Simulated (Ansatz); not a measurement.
We consider Ca(OH)₂ (P-3m1, No. 164), described by PBEsol-D3(BJ) in Ansatz (PAW).

Numerical settings: plane-wave cutoff 520 eV, 12×12×8 k mesh (along the axes of the cell as run), Fermi–Dirac smearing 0.01 eV, scalar-relativistic PAW data made under PBE.

Shape and atoms are relaxed at each volume.

The direct gap at Γ against volume; x = 100 ln(V/10.039 Å³). One gap is withheld.

```
V (Å³/atom)      x  gap (eV)
-----------  -----  --------
9.637        -4.09         ?
9.838        -2.02     4.443
10.039        0.00     4.360
10.240        1.98     4.281
10.440        3.92     4.206
```

Question: Fit a straight line to the rows shown, give the volume deformation potential and predict the withheld gap.

Answer: Means of the 4 rows: x̄ = 0.970, ȳ = 4.3225 eV. Σ(x − x̄)(y − ȳ) = -0.7823 and Σ(x − x̄)² = 19.604, so the slope is -0.0399 eV per unit of x, and dE_g/d ln V = -4.0 eV. At x = -4.09: 4.3225 + (-0.0399) × (-4.09 − (0.970)) = 4.524 eV. The run gives 4.530 eV, 0.006 eV above the line, as the curve bends the same way over all rows.

Note: the relaxation could not lower the start's symmetry, so the cell can be a saddle point above a distorted one; the volume lies 8 % below that of the published cell; the bulk modulus comes from volumes at which shape and atoms were relaxed.

Ansatz is a program for electronic structure.
